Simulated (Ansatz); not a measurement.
The starting structures come from a database of crystals and need not be the phases stable at ambient conditions.

Inside the gap of an insulator the Bloch states are evanescent, with a wavenumber k + iκ along the transport direction.

Input:

```
ScYO3
1.0
    6.21908     0.00000     0.00000
    0.00000    12.44424     0.00000
    3.10954     0.00000     1.79529
Y Sc O
2 2 6
Cartesian
  0.00000   6.22212   0.00000
  0.00000   0.00000   0.00000
  2.07303   9.33318   0.00000
  4.14606   3.11106   0.00000
  2.07303   7.25611   0.00000
  4.14606   5.18813   0.00000
  4.14606   1.03399   0.00000
  2.07303  11.41025   0.00000
  0.00000   9.33318   0.00000
  0.00000   3.11106   0.00000
```

Space group of this cell: P6_3/mmc. The cell is taken as given; by r2SCAN its mean pressure is -4.3 GPa.

Transport runs along the normal of the first two printed cell vectors, the (110) plane of the conventional cell.

The gap is the functional's own. No spin-orbit coupling. Mid-gap values are interpolated on the energy grid.

Question: Give the band gap and the smallest decay constant κ at mid-gap that r2SCAN (Ansatz, a first-principles code) yields.

Answer: Gap 3.73 eV on a 16×4×16 mesh; κ = 0.389 1/Å, at the zone centre.
